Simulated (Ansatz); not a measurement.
Zn3InGaO6 (R3m, No. 160, 11 atoms in the cell; start mp-1215740), treated with r²SCAN+SOC in Ansatz (PAW).

Numerical settings: plane-wave cutoff 560 eV, 12×12×12 k mesh, Fermi–Dirac smearing 0.01 eV, PAW data made under PBE.

Cell (relaxed with PBEsol):

Space group R3m, hexagonal axes (No. 160); a = b = 3.289 Å, c = 41.371 Å, α = β = 90.00°, γ = 120.00°

```json
[
 {"atom": "Zn", "site": "3a", "symmetry": "3m", "x": "0.0000", "y": "0.0000", "z": "0.7389"},
 {"atom": "Zn", "site": "3a", "symmetry": "3m", "x": "0.0000", "y": "0.0000", "z": "0.2587"},
 {"atom": "Zn", "site": "3a", "symmetry": "3m", "x": "0.0000", "y": "0.0000", "z": "0.1343"},
 {"atom": "In", "site": "3a", "symmetry": "3m", "x": "0.0000", "y": "0.0000", "z": "0.9988"},
 {"atom": "Ga", "site": "3a", "symmetry": "3m", "x": "0.0000", "y": "0.0000", "z": "0.8631"},
 {"atom": "O", "site": "3a", "symmetry": "3m", "x": "0.0000", "y": "0.0000", "z": "0.0867"},
 {"atom": "O", "site": "3a", "symmetry": "3m", "x": "0.0000", "y": "0.0000", "z": "0.9106"},
 {"atom": "O", "site": "3a", "symmetry": "3m", "x": "0.0000", "y": "0.0000", "z": "0.8153"},
 {"atom": "O", "site": "3a", "symmetry": "3m", "x": "0.0000", "y": "0.0000", "z": "0.1962"},
 {"atom": "O", "site": "3a", "symmetry": "3m", "x": "0.0000", "y": "0.0000", "z": "0.3058"},
 {"atom": "O", "site": "3a", "symmetry": "3m", "x": "0.0000", "y": "0.0000", "z": "0.6916"}
]
```
(The calculation used a cell of 11 atoms; values per cell refer to that cell.)

Question: Give the computed band gap.

Answer: 
- band gap = 1.52 eV (direct)

Note: cell and atoms aren't relaxed at this level (largest force component 0.09 eV/Å).

Computed values are for the static lattice.

It cost around 80 core-minutes (rough) of CPU time.

A start named mp-… is a Materials Project structure, which need not be a measured phase.

Ansatz is a quantum-chemistry and plane-wave program.
